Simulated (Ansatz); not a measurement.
The reference is SiO2 (space group P4_32_12, No. 96; a = 5.030 Å, c = 7.013 Å).

Level of theory: DFT with PBEsol, PAW potentials and a 420 eV plane-wave cutoff in Ansatz (a program for electronic structure), no spin-orbit coupling.

Before the change:

* **Band gap**: 5.57 eV
* **Shortest interatomic distance**: 161.9 pm

One thing is altered: cell and atoms relaxed at a pressure of 0.7 GPa.

Question: What does the calculation give for the band gap and shortest interatomic distance after the change?

Answer: The band gap rises by 0.05 eV (5.57 eV → 5.62 eV); the shortest interatomic distance stays 161.9 pm.

Load acts through the strain it causes; cell and atoms are relaxed under it. Whether these cells are dynamically stable was not tested.
